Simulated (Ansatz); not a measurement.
Base system: MgS in the rock salt structure (space group Fm-3m, No. 225; a = 5.182 Å).

All numbers come from plane-wave PAW DFT at the PBEsol level (Ansatz, an electronic-structure program, 420 eV), no spin-orbit coupling.

Before the change:

| Item | Value |
|---|---|
| Lattice parameter a | 9.792 bohr |
| Hole mass | 0.25, 0.92, 0.92 mₑ (at Γ) |
| Valley order | X along ⟨100⟩ 2.73 eV; Γ 3.69 eV |

Now apply this change: a hydrostatic pressure of 3 GPa.

Task: Estimate the effect on the lattice parameter a, hole mass and valley order.

Result: The lattice parameter a falls by 0.116 bohr to 9.676 bohr; the hole mass (degenerate bands, along [100]) goes from 0.25, 0.92, 0.92 mₑ (at Γ) to 0.25, 0.88, 0.88 mₑ (at Γ); the valley order (the lowest conduction-band minima on the path, energy above the VBM, named in the base's zone) goes from X along ⟨100⟩ 2.73 eV; Γ 3.69 eV to X along ⟨100⟩ 2.80 eV; Γ 3.98 eV.

The levels and masses belong to the bands next to the band gap. Load acts through the strain it causes; cell and atoms are relaxed under it. Masses are band curvatures over ±0.01 Å⁻¹ around the edge. No phonon test of stability was made.
